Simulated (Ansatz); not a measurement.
Input and output of a self-consistent single point for Si2CaCu2 (I4/mmm, 5 atoms in the cell) (Ansatz, a program for electronic structure).

Method of the run: LDA (PW92), default PAW files made with PBE (plane waves; Ansatz).

```xyz
5
Lattice="-2.0200 2.0200 5.0000 2.0200 -2.0200 5.0000 2.0200 2.0200 -5.0000" Properties=species:S:1:pos:R:3 pbc="T T T"
Si     0.0000     0.0000     3.8400
Si     0.0000     0.0000     6.1600
Ca     0.0000     0.0000     0.0000
Cu     0.0000     2.0200     2.5000
Cu     2.0200     0.0000     2.5000
```

Reference input (self-consistent single point, DFT, LDA (PW92), plane waves, default PAW files made with PBE): kpoints.mp_grid.grid = 11 11 11; hamiltonian.xc = lda; hamiltonian.pseudopotentials = {kind: paw} (the program's default PAW files); scf.occupations.method = methfessel_paxton; scf.occupations.width = 0.1 eV. This run's input differs from it in these lines:

Ansatz 0.2 input:
```diff
@@ -13,3 +13,3 @@
   mp_grid:
-    grid: [11, 11, 11]
+    grid: [8, 8, 8]
 hamiltonian:
```

Log, with long lists cut:

```
SCF iter   1: F=—  HF=-16103.580493 eV  |F-HF|=—  |Δ(HF+E_count)|=         —  Δρ=8.41e-3  dr2=2.85e-2  ethr=1.77e-3  ⟨swp⟩=7.5  Hψ=9293  notcnv=0  defer=8
all-band conjugate gradients solve this SCF's bands
preconditioner: auto → Kerker (q_TF=auto, 2.562 Å⁻¹)
SCF iter   2: F=—  HF=-16103.572605 eV  |F-HF|=—  |Δ(HF+E_count)|=   7.89e-3  S|Δr|=    0.00e0  Δρ=2.77e-3  dr2=8.41e-3  ethr=5.09e-5  ⟨swp⟩=2.2  Hψ=3774  notcnv=0  defer=32
   [... lines left out ...]
SCF iter   5: F=—  HF=-16103.571080 eV  |F-HF|=—  |Δ(HF+E_count)|=   5.95e-6  S|Δr|=    0.00e0  Δρ=6.23e-5  dr2=4.57e-6  ethr=1.60e-7  ⟨swp⟩=2.0  Hψ=2783  notcnv=0  defer=32
SCF iter   6: F=—  HF=-16103.571079 eV  |F-HF|=—  |Δ(HF+E_count)|=   1.13e-6  S|Δr|=    0.00e0  Δρ=1.69e-5  dr2=3.37e-7  ethr=8.17e-9  ⟨swp⟩=2.0  Hψ=2979  notcnv=0  defer=34
SCF iter   7: F=-16103.571079 eV  HF=-16103.571079 eV  |F-HF|=5.74e-9  |Δ(HF+E_count)|=   7.07e-8  S|Δr|=    0.00e0  Δρ=3.51e-6  dr2=1.49e-8  ethr=1.79e-10  ⟨swp⟩=8.5  Hψ=8940  notcnv=0
SCF 1 converged in 7 iterations: F = -16103.571079 eV  dr2 = 1.49e-8
Stability not checked (fill_not_monotonic)
Free energy (F): -16103.571079 eV
Internal energy: -16103.570381 eV  (E = F + TS)
E sigma→0 (E₀):  -16103.570904 eV
Entropy (-TS):   -0.000697 eV (-0.139 meV/atom)
Fermi energy:    10.619083 eV
--- Forces (eV/Å), atoms counted from 1 ---
  atom   1  Si     0.00000000    -0.00000000    -0.72098561
  atom   2  Si     0.00000000     0.00000000     0.72098561
  atom   3  Ca    -0.00000000     0.00000000     0.00000000
  atom   4  Cu    -0.00000000     0.00000000     0.00000000
  atom   5  Cu     0.00000000     0.00000000     0.00000000
--- Stress (GPa, compression-positive) ---
       -7.003161       0.000000      -0.000000
        0.000000      -7.003161       0.000000
       -0.000000       0.000000      -6.712038
  P = ⅓ Tr σ = -6.9061 GPa (-69.061 kbar)
  The stress holds the Pulay correction. Without it, at fixed plane waves, as pw.x and ABINIT print it: P = -6.9590 GPa
```

The run converged in 7 iterations. Against the reference run the free energy hardly moves (within 1 meV/atom), the pressure moves little (-6.83 to -6.91 GPa) and the largest force goes from 0.777 to 0.721 eV/Å.

The starting cell comes from a database of published, mostly measured structures (it also holds non-ambient and calculated ones), without a prior relaxation at this level. Spin polarisation is off. With a pressure of about -7 GPa the cell is away from its equilibrium volume at this level. Ansatz's pressure includes its estimate of the finite-basis (Pulay) stress.
